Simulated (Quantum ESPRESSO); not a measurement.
The steps of a band-structure calculation for MgW4O12 (P1, 17 atoms in the cell) with Quantum ESPRESSO.

Level of theory: PBEsol, GBRV 1.5 ultrasoft (PBESOL) pseudopotentials (plane waves; Quantum ESPRESSO).

Step 1 (scf):

```fortran
&control
   calculation = 'scf'
   prefix = 'scf'
   outdir = './tmp/'
   pseudo_dir = './'
   tprnfor = .true.
   tstress = .true.
/
&system
   ibrav = 0
   nat = 17
   ntyp = 4
   ecutwfc = 40
   ecutrho = 320
   occupations = 'smearing'
   smearing = 'fd'
   degauss = 0.0073499
   nspin = 2
   starting_magnetization(3) = 0.071
/
&electrons
   conv_thr = 1e-10
   mixing_beta = 0.4
/
ATOMIC_SPECIES
Mg    24.3050  mg_pbesol_v1.4.uspp.F.UPF
W1   183.8400  w_pbesol_v1.2.uspp.F.UPF
W2   183.8400  w_pbesol_v1.2.uspp.F.UPF
O     15.9990  o_pbesol_v1.2.uspp.F.UPF
ATOMIC_POSITIONS crystal
Mg    0.55230000    0.45160000    0.74459000
W1    0.99541000    0.74175000    0.00652000
W2    0.02014000    0.24858000    0.49820000
W1    0.02195000    0.23881000    0.00437000
W2    0.96758000    0.74857000    0.49830000
O     0.00840000    0.50093000    0.44954000
O     0.99632000    0.00169000    0.94744000
O     0.99561000    0.00882000    0.54298000
O     0.99298000    0.49961000    0.05122000
O     0.51490000    0.26811000    0.97831000
O     0.02138000    0.20269000    0.23929000
O     0.47815000    0.75209000    0.50904000
O     0.51774000    0.28566000    0.53465000
O     0.97205000    0.79957000    0.24042000
O     0.02886000    0.32589000    0.75879000
O     0.93749000    0.67738000    0.75636000
O     0.47872000    0.74828000    0.98999000
K_POINTS automatic
3 2 2  0 0 0
CELL_PARAMETERS angstrom
   3.88953500     0.00000000     0.00000000
  -0.18252500     7.59821200     0.00000000
  -0.02073200    -0.01584200     7.70299700
```

Step 2 (bands):

```fortran
&control
   calculation = 'bands'
   prefix = 'scf'
   outdir = './tmp/'
   pseudo_dir = './'
   verbosity = 'high'
/
&system
   ibrav = 0
   nat = 17
   ntyp = 4
   ecutwfc = 40
   ecutrho = 320
   occupations = 'smearing'
   smearing = 'fd'
   degauss = 0.0073499
   nbnd = 83
   nspin = 2
   starting_magnetization(3) = 0.071
/
&electrons
   conv_thr = 1e-10
   startingwfc = 'random'
   diago_thr_init = 1.0d-6
   diagonalization = 'cg'
/
ATOMIC_SPECIES
Mg    24.3050  mg_pbesol_v1.4.uspp.F.UPF
W1   183.8400  w_pbesol_v1.2.uspp.F.UPF
W2   183.8400  w_pbesol_v1.2.uspp.F.UPF
O     15.9990  o_pbesol_v1.2.uspp.F.UPF
ATOMIC_POSITIONS crystal
Mg    0.55230000    0.45160000    0.74459000
W1    0.99541000    0.74175000    0.00652000
W2    0.02014000    0.24858000    0.49820000
W1    0.02195000    0.23881000    0.00437000
W2    0.96758000    0.74857000    0.49830000
O     0.00840000    0.50093000    0.44954000
O     0.99632000    0.00169000    0.94744000
O     0.99561000    0.00882000    0.54298000
O     0.99298000    0.49961000    0.05122000
O     0.51490000    0.26811000    0.97831000
O     0.02138000    0.20269000    0.23929000
O     0.47815000    0.75209000    0.50904000
O     0.51774000    0.28566000    0.53465000
O     0.97205000    0.79957000    0.24042000
O     0.02886000    0.32589000    0.75879000
O     0.93749000    0.67738000    0.75636000
O     0.47872000    0.74828000    0.98999000
K_POINTS crystal_b
11
  0.00000000   0.00000000  -0.50000000   4  ! X
  0.00000000   0.00000000   0.00000000   4  ! G
  0.00000000   0.50000000   0.00000000   1  ! Y
  0.00000000   0.50000000  -0.50000000   6  ! L
  0.00000000   0.00000000   0.00000000   9  ! G
  0.50000000  -0.50000000   0.00000000   1  ! Z
  0.50000000  -0.50000000  -0.50000000  10  ! N
  0.00000000   0.00000000   0.00000000   8  ! G
  0.50000000   0.00000000   0.00000000   1  ! M
  0.50000000   0.00000000  -0.50000000   9  ! R
  0.00000000   0.00000000   0.00000000   1  ! G
CELL_PARAMETERS angstrom
   3.88953500     0.00000000     0.00000000
  -0.18252500     7.59821200     0.00000000
  -0.02073200    -0.01584200     7.70299700
```

Step 3 (bands.x):

```fortran
&bands
   prefix = 'scf'
   outdir = './tmp/'
   filband = 'bands.dat'
   lsym = .false.
/
```

Output of bands (abridged):

```
     Atomic positions and unit cell read from directory:
     ./tmp/scf.save/
     G-vector sticks info
     --------------------
     sticks:   dense  smooth     PW     G-vecs:    dense   smooth      PW
     Sum        2681    1337    391               148467    52485    8315

     bravais-lattice index     =            0
     lattice parameter (alat)  =       7.3502  a.u.
     unit-cell volume          =    1536.2625 (a.u.)^3
   [... lines left out ...]
     atomic species   magnetization
     number of k points=    54  Fermi-Dirac smearing, width (Ry)=  0.0073
   [... lines left out ...]
     2.3547   2.5493   3.1896   3.2898   3.4043   3.5391   3.5478   3.7878
     3.8085   4.0840   4.1552   4.2530   4.3352   4.3711   4.6194   4.7435
     4.7650   4.8538   5.0138   5.0766   5.1791   5.2312   5.2591   5.3737
     5.4263   5.6644   5.7737   5.9470   7.6859   8.1185   8.5818   8.8696
     8.9057   9.7817   9.9111   9.9189  10.3987  10.7344  10.9143  11.0195
    12.0114  12.4150  12.5015

          k = 0.0000 0.0000-0.1894 (  6568 PWs)   bands (ev):

   -67.9852 -67.7788 -67.6669 -67.4671 -67.3858 -34.3701 -34.3547 -34.3035
   -32.2478 -32.1873 -32.1477 -32.0845 -31.9749 -31.9604 -31.8787 -31.8353
   -31.7751 -31.7495 -31.7005 -31.6402 -11.7144 -11.3465 -11.1427 -10.8185
   -10.7680 -10.6957 -10.4137 -10.3149 -10.1751  -9.8186  -9.7505  -9.4127
    -0.0253   0.3277   0.7625   1.4477   1.6121   1.7004   1.7711   2.5260
     2.5952   2.7168   3.1940   3.2860   3.4209   3.5228   3.5572   3.7626
     3.8091   4.0768   4.1281   4.2273   4.3399   4.3913   4.6070   4.7474
     4.7858   4.8866   5.0309   5.1227   5.1883   5.2337   5.2808   5.3842
     5.4321   5.6733   5.7758   5.9556   7.6727   8.1096   8.4584   8.6962
     8.8141   9.8691  10.0007  10.0515  10.3906  10.7380  10.9152  11.0150
    11.9673  12.3838  12.4765

   [... 52 blocks of this kind left out ...]
```

Output of bands.x (abridged):

```
     Reading xml data from directory:

     ./tmp/scf.save/

     G-vector sticks info
     --------------------
     sticks:   dense  smooth     PW     G-vecs:    dense   smooth      PW
     Sum        2681    1337    391               148467    52485    8315

     negative rho (up, down):  1.283E-01 1.283E-01
     Reading collected, re-writing distributed wavefunctions
     high-symmetry point:  0.0000 0.0000-0.2525   x coordinate   0.0000
     high-symmetry point:  0.0000 0.0000 0.0000   x coordinate   0.2525
     high-symmetry point:  0.0000 0.2560 0.0005   x coordinate   0.5084
     high-symmetry point:  0.0000 0.2560-0.2519   x coordinate   0.7609
     high-symmetry point:  0.0000 0.0000 0.0000   x coordinate   1.1200
     high-symmetry point:  0.5000-0.2439 0.0008   x coordinate   1.6764
     high-symmetry point:  0.5000-0.2439-0.2516   x coordinate   1.9288
     high-symmetry point:  0.0000 0.0000 0.0000   x coordinate   2.5394
     high-symmetry point:  0.5000 0.0120 0.0014   x coordinate   3.0396
     high-symmetry point:  0.5000 0.0120-0.2511   x coordinate   3.2920
     high-symmetry point:  0.0000 0.0000 0.0000   x coordinate   3.8517

     Plottable bands (eV) written to file bands.dat.gnu
     Bands written to file bands.dat

   JOB DONE.
```

The starting cell comes from a database of computed structures (which also holds hypothetical and non-ambient phases and stackings), without a prior relaxation at this level. Its lattice was rescaled by a random factor within 2.5 % of one. The starting moments vanished: the run ended non-magnetic.
